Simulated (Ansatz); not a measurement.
Ansatz (a first-principles code) run on VFe3 (I4/mmm, 4 atoms in the cell): relaxation of cell and atoms.

Computed with PBEsol, PAW files made with PBE (plane waves; Ansatz).

```
VFe3
1.0
   -2.04367     2.04367     2.89713
    2.04367    -2.04367     2.89713
    2.04367     2.04367    -2.89713
V Fe
1 3
Direct
  0.50000   0.50000   0.00000
  0.75000   0.25000   0.50000
  0.25000   0.75000   0.50000
  0.00000   0.00000   0.00000
```
Moments meant for the start (each program seeds them in its own way; μB, in the order of the atoms V Fe Fe Fe): 2.0 4.0 4.0 4.0.

Reference input (self-consistent single point, DFT, PBEsol, plane waves, PAW files made with PBE): basis.ecutwfc = 30.9 Ry; kpoints.mp_grid.grid = 6 6 6; hamiltonian.xc = pbesol; hamiltonian.pseudopotentials = {kind: paw} (the program's default PAW files); magnetization.spin_polarized = true; scf.occupations.method = gaussian; scf.occupations.width = 0.02 Ry. This run's input differs from it in these lines:

```diff
@@ -27,2 +27,4 @@
     width: 0.02 Ry
+relax:
+  cell: {}
 output:
```

Output, abridged:

```
   [... SCF lines of the steps left out ...]
relax step   1: F+E_penalty+E_count = -16232.28729206 eV  Δ(F+E_penalty+E_count) = +0.000e0 eV  max|allowed force component| = 9.541e-18 eV/Å  Δτ_max = 0.0000 Å  P = -14.911 GPa  Ω = 48.401 Å³  (16 SCF iters, dr2 threshold 1.00e-7 eV, accepted)
relax step   2: F+E_penalty+E_count = -16232.47047853 eV  Δ(F+E_penalty+E_count) = -1.832e-1 eV  max|allowed force component| = 2.082e-17 eV/Å  Δτ_max = 0.0000 Å  P = -5.172 GPa  Ω = 45.626 Å³  energy of the carried Pulay correction = +3.192e-3 eV  [...]
   [... lines left out ...]
relax step   5: F+E_penalty+E_count = -16232.49023577 eV  Δ(F+E_penalty+E_count) = -1.762e-5 eV  max|allowed force component| = 1.214e-17 eV/Å  Δτ_max = 0.0000 Å  P = -0.000 GPa  Ω = 44.514 Å³  energy of the carried Pulay correction = +4.524e-3 eV  [...]
relax step   6: F+E_penalty+E_count = -16232.48560498 eV  Δ(F+E_penalty+E_count) = +4.631e-3 eV  max|allowed force component| = 1.648e-17 eV/Å  Δτ_max = 0.0000 Å  P = +0.023 GPa  Ω = 44.514 Å³  stress off target by 2.42e-2 GPa  SCF on the basis [...]
basis re-selected at this cell: Δ(F+E_penalty+E_count) = +4.631e-3 eV, ΔP = +0.024 GPa vs the last step
the relaxation is at rest under the 16 symmetry operations that the run kept from its start: a minimum is not shown …
the relaxation's final electronic state is not compared with the one that a single-point calculation of its input finds at the relaxed geometry …
Magnetization: 4.8572 μB (32.9286 up, 28.0714 down)
   [... lines left out ...]
Absolute magnetization: 6.4819 μB (∫|ρ↑−ρ↓|, with the PAW one-centre terms)
Free energy (F): -16232.485605 eV
Fermi energy:    19.479868 eV
  cell:  # Å, volume = 44.5140 Å³
   [... lines left out ...]
    - [1.9890165831896043, 1.9890165831896043, -2.812934613071576]
  atoms:
    - { symbol: V, position: [0.49999999999999994, 0.49999999999999994, -2.5342477626833784e-34] }
    - { symbol: Fe, position: [0.75, 0.24999999999999994, 0.5] }
    - { symbol: Fe, position: [0.24999999999999994, 0.75, 0.5] }
    - { symbol: Fe, position: [1.325229786680637e-35, 1.1227641248266507e-35, 2.4479939115072874e-35] }
```

The run converged. 

Summary of the result:
- Free energy E − TS (on the zero of these files): -16232.4856 eV
- Fermi level (on the code's own zero): 19.48 eV
- Pressure: 0.02 GPa
- Size of the cell's spin moment: 4.86 μB
- Final cell: a = b = c = 3.9781 Å, α = β = 120.00°, γ = 90.00°
- Final volume per atom: 11.13 Å³
- Relaxation steps: 6

The starting cell comes from a database of computed structures (which also holds hypothetical and non-ambient phases and stackings), without a prior relaxation at this level. The magnetic order is the one reached from the typed start; others were not searched systematically. The program warned that a starting moment was not kept. The relaxation keeps the symmetry of its start, so its end need not be a minimum. Ansatz's pressure includes its estimate of the finite-basis (Pulay) stress.

Cost on one core of a shared machine: roughly 70 s.

Keys are those of Ansatz 0.2.
